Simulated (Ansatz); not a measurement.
Start from TiO$_{2}$ in the anatase structure (space group I4_1/amd, No. 141; a = 3.739 Å, c = 9.455 Å). Axes: x, y, z lie along a, b, c of the conventional cell.

All numbers come from DFT with LDA, PAW potentials and a 420 eV plane-wave cutoff in Ansatz (a quantum-chemistry and plane-wave program), no SOC.

Strains are applied to the cell and any free atomic positions relax; under biaxial strain the out-of-plane vector relaxes too.

One change was made to it. Results:

The band gap drops by 0.218 eV to 1.87 eV; the pressure (mean of the normal stresses, compression positive) goes from zero to -5.05 GPa.

Task: Name the change that was made.
A) biaxial strain +0.60 %, plane normal [001], relaxed out of plane
B) biaxial strain +2.40 %, plane normal [001], relaxed out of plane
C) biaxial strain +1.80 %, plane normal [001], relaxed out of plane
D) biaxial strain +3.00 %, plane normal [001], relaxed out of plane
E) biaxial strain +1.20 %, plane normal [001], relaxed out of plane

Result: B, biaxial strain +2.40 %, plane normal [001], relaxed out of plane. For comparison, the band gap in the other runs: biaxial strain +3.00 %, plane normal [001], relaxed out of plane gives 1.82 eV; biaxial strain +0.60 %, plane normal [001], relaxed out of plane gives 2.02 eV; biaxial strain +1.20 %, plane normal [001], relaxed out of plane gives 1.96 eV; biaxial strain +1.80 %, plane normal [001], relaxed out of plane gives 1.91 eV.

No phonon test of stability was made. The final runs are not spin-polarised.
